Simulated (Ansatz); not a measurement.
Magnetic orders in hypothetical CsCl type NiO

Consider NiO in the CsCl type structure (space group Pm-3m, No. 221; a = 2.612 Å; ferromagnetic; a hypothetical phase, not in the database extracts checked).

Each order is relaxed in cell and atoms; arrows give the starting signs on the magnetic atoms.

Level of theory: DFT with PBE, PAW potentials and a 420 eV plane-wave cutoff in Ansatz (a quantum-chemistry and plane-wave program), no spin-orbit coupling.

Notes on the quantities. energy relative to the base: σ→0; to 0.01 eV only: unlike meshes or grids; space group: of the atoms, moments ignored.

| change | volume per atom | largest site moment | energy relative to the base | space group |
|---|---|---|---|---|
| base | 8.91 Å³ | 1.45 μB | 0.00 eV/atom | Pm-3m (No. 221) |
| ↑↓ start, q = (0, 0, 1/2), 4 atoms | 8.77 Å³ | 1.03 μB | 0.00 eV/atom | P4/mmm (No. 123) |
| non-magnetic | 8.62 Å³ | – | +0.03 eV/atom | Pm-3m (No. 221) |
| ↑↓ start, q = (1/2, 1/2, 1/2), 4 atoms | 8.79 Å³ | 1.16 μB | -0.03 eV/atom | Pm-3m (No. 221) |
| ↑↓ start, q = (0, 1/2, 1/2), 4 atoms | 8.80 Å³ | 1.11 μB | +0.02 eV/atom | P4/mmm (No. 123) |

Other magnetic orders, which the real material may have, were not ruled out. Whether these cells are dynamically stable was not tested. Seeded moments were not kept for the base. No Hubbard U is applied, and correlation can decide whether such a compound is a metal. Spin-polarised in the final run: ↑↓ start, q = (0, 0, 1/2), 4 atoms, base, ↑↓ start, q = (1/2, 1/2, 1/2), 4 atoms and ↑↓ start, q = (0, 1/2, 1/2), 4 atoms; the other runs are not.
